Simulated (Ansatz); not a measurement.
An Ansatz (a program for electronic structure) run: P with a change (P → In); plane-wave PAW DFT at the r2SCAN+rVV10 level (Ansatz, 500 eV), spin-orbit coupling left out, earlier PAW set.

Input:

Ansatz 0.2 input:
```yaml
crystal:
  lattice:
    - [0, 2.8017226055, 5.8208962354]
    - [1.6015928674, 0, 5.8208962354]
    - [1.6015928674, 2.8017226055, 0]
  atoms:
    - { symbol: In, position: [0.1297240751, 0.1297240751, 0.8702759249] }
    - { symbol: In, position: [0.8702759249, 0.8702759249, 0.1297240751] }
basis: { ecutwfc: 500, ecutrho_ratio: 4, xc_grid: 4, fft_grid_basis: typed }
kpoints: { mp_grid: { grid: [17, 17, 17] } }
hamiltonian:
  xc: r2scan
  dispersion: rvv10
  pseudopotentials: { azcp: { folder: ./paw }, kind: paw }
scf: { occupations: { method: fermi_dirac, width: 0.05 }, convergence: { dr2_threshold: 0.0000000002 } }
output: { forces: true, stress: true }
checkpoint: { write: state.ck, write_every: 1000 }
```

Output:

```
WARN ansatz: RAYON_NUM_THREADS=2 ignored (pool sized by the plan → 2); use --threads N
Pseudopotentials: kind: paw
Pseudopotential: In, paw, valence charge 13
Functional definition: r2SCAN+rVV10
Crystal: 2 atoms, lattice volume = 52.239 Å³
Basis set: ecut = 500 eV, 1315 PW (Γ), exchange–correlation on 192×180×96 points (64 copies of the dense FFT grid, shifted against one another)
Bands: 17, of which v1, the nominal top of the filled ones, is band 13 counted from 1 (12 counted from 0)
Symmetry: 8 space group operations
Space group: Fmmm (ITA 69), of the structure as read, at distance tolerance 3.7e-5 Å
k-points: 729 of 4913
rVV10 density: all electrons in the spheres
PAW frozen core: In, regenerated for the run's functional
Initial density: superposition of atomic densities (chi_scale 0.1, normalization cell)
Initial wavefunctions: pseudopotential atomic-orbital guess
Eigensolver: davidson
Functional: x = r2scan, c = r2scan + rvv10(b = 11.95, C = 0.0093); τ floored in thin density (d = 2e-4 eV/Å³)
iter 1 solved again at ethr=4.30e-4 eV; its pass at ethr=3.10e-3 eV (dr2=1.12e-1 eV) is discarded
SCF iter   1: F=—  HF=-11219.933033 eV  |F-HF|=—  |Δ(HF+E_count)|=         —  Δρ=1.56e-2  dr2=1.13e-1  dr2_τ=4.40e-3  ethr=4.30e-4  ⟨swp⟩=1.0  Hψ=82895  notcnv=0
all-band conjugate gradients solve this SCF's bands
preconditioner: auto → Kerker (q_TF=auto, 2.429 Å⁻¹)
SCF iter   2: F=—  HF=-11219.976095 eV  |F-HF|=—  |Δ(HF+E_count)|=   4.31e-2  Δρ=1.10e-2  dr2=4.70e-2  dr2_τ=9.97e-4  ethr=4.30e-4  ⟨swp⟩=3.0  Hψ=24743  notcnv=0
SCF iter   3: F=—  HF=-11220.006047 eV  |F-HF|=—  |Δ(HF+E_count)|=   3.00e-2  Δρ=2.48e-3  dr2=3.20e-3  dr2_τ=9.15e-5  ethr=1.81e-4  ⟨swp⟩=3.0  Hψ=25272  notcnv=0  defer=43
SCF iter   4: F=—  HF=-11220.008106 eV  |F-HF|=—  |Δ(HF+E_count)|=   2.06e-3  Δρ=5.52e-4  dr2=1.40e-4  dr2_τ=2.70e-6  ethr=1.23e-5  ⟨swp⟩=2.2  Hψ=20180  notcnv=0  defer=43
SCF iter   5: F=—  HF=-11220.008360 eV  |F-HF|=—  |Δ(HF+E_count)|=   2.55e-4  Δρ=1.14e-4  dr2=6.21e-6  dr2_τ=1.26e-7  ethr=5.39e-7  ⟨swp⟩=2.0  Hψ=21339  notcnv=0  defer=43
SCF iter   6: F=—  HF=-11220.008376 eV  |F-HF|=—  |Δ(HF+E_count)|=   1.58e-5  Δρ=2.40e-5  dr2=4.60e-7  dr2_τ=2.80e-9  ethr=2.39e-8  ⟨swp⟩=2.0  Hψ=21879  notcnv=0  defer=43
SCF iter   7: F=—  HF=-11220.008376 eV  |F-HF|=—  |Δ(HF+E_count)|=   5.37e-8  Δρ=8.65e-6  dr2=7.77e-8  dr2_τ=2.96e-10  ethr=1.77e-9  ⟨swp⟩=2.9  Hψ=22086  notcnv=0  defer=43
SCF iter   8: F=—  HF=-11220.008376 eV  |F-HF|=—  |Δ(HF+E_count)|=   6.57e-8  Δρ=2.56e-6  dr2=5.91e-9  dr2_τ=5.77e-11  ethr=2.99e-10  ⟨swp⟩=3.0  Hψ=21603  notcnv=0  defer=43
SCF iter   9: F=—  HF=-11220.008376 eV  |F-HF|=—  |Δ(HF+E_count)|=   5.05e-9  Δρ=7.90e-7  dr2=5.11e-10  dr2_τ=2.27e-11  ethr=2.27e-11  ⟨swp⟩=2.8  Hψ=21954  notcnv=0  defer=43
SCF iter  10: F=-11220.008376 eV  HF=-11220.008376 eV  |F-HF|=3.64e-11  |Δ(HF+E_count)|=  2.84e-10  Δρ=2.47e-7  dr2=4.37e-11  dr2_τ=1.59e-12  ethr=1.00e-12  ⟨swp⟩=4.7  Hψ=44899  notcnv=0
SCF 1 converged in 10 iterations: F = -11220.008376 eV  dr2 = 4.37e-11
SCF converged after 10 iterations
Free energy (F): -11220.008376 eV
Harris-Foulkes:  -11220.008376 eV  (|F-HF|=3.64e-11)
Internal energy: -11220.001538 eV  (E = F + TS)
E sigma→0 (E₀):  -11220.004957 eV
Entropy (-TS):   -0.006838 eV (-3.419 meV/atom)
Fermi energy:    10.208491 eV
--- Per-component energies (eV) ---
  E_band       = -60.958746
  E_kinetic    = 433.458444
  E_local      = -2055.257590  (includes V_loc(G=0)·N_el)
  E_nonlocal   = 653.500544
  E_hartree    = 825.779434
  E_xc         = -260.877751
  E_vxc        = -191.260859  (∫ρ·V_xc dr)
  E_paw        = -8465.843710  (= ΣΔE_a)
  E_vpaw       = -566.640386  (= ΣTr[D̂ρ^β])
  E_aug_tail   = 0.000230  (compensation charges beyond the density's cutoff)
  E_vtau       = 13.682012  (kinetic-family band-sum trace: ∫τ·v_τ [+ j·A + Jᵃ·Aᵃ] dr)
  E_ewald      = -2352.692239
  E_core_change = 1.931099  (= ΣΔE_core)
  E_smearing   = -0.006838  (= −TS)
  E_closure    = 0.000000  (closes the sum)
  Σ components = -11220.008376   (vs F -11220.008376, Δ=0.00e0)
  [band-id]    e_kinetic+e_local+e_nonlocal+2·e_hartree+e_vxc+e_vpaw+e_augmentation_tail+e_vtau = -60.958735   (vs E_band -60.958746, Δ=1.09e-5)
--- Forces (eV/Å), atoms counted from 1 ---
  atom   1  In     0.00000000     0.00000000     0.00008608
  atom   2  In     0.00000000     0.00000000    -0.00008608
  max |Σ_I F_I| component: 2.71e-20 eV/Å
--- Stress (GPa, compression-positive) ---
        0.000840       0.000000       0.000000
        0.000000       0.004223       0.000000
        0.000000       0.000000       0.001074
  P = ⅓ Tr σ = 0.0020 GPa (0.020 kbar)
  The stress holds the Pulay correction. Without it, at fixed plane waves, as pw.x and ABINIT print it: P = -0.0076 GPa
  The stress includes an estimate of the error left by incomplete SCF convergence (largest component 0.0000 GPa).
--- Band table ---
  band table: none
```

Stability against distortions was not tested. The cell was made from P by this change: P → In; the result is a hypothetical phase, not in the database extracts checked.
